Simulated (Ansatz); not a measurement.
Take Sn (space group I4_1/amd, No. 141; a = 5.8329 Å, c = 3.1581 Å) as the base.

Computed with Ansatz (a first-principles code), PBEsol, PAW, cutoff 420 eV, no spin-orbit coupling.

Before the change:

| Quantity | Result |
|---|---|
| c/a ratio | 0.541 |
| Lattice parameter a | 5.833 Å |

Now apply this change: every Sn is replaced by In, then cell and atoms are relaxed.

Problem. Estimate the effect on the c/a ratio.

Solution. The c/a ratio drops by 0.0149, from 0.541 to 0.527.

Problem. Estimate the effect on the lattice parameter a.

Solution. The lattice parameter a goes up by 0.037 Å (5.833 Å → 5.870 Å).

No phonon test of stability was made. As relaxed here, In is a hypothetical phase, not in the database extracts checked.
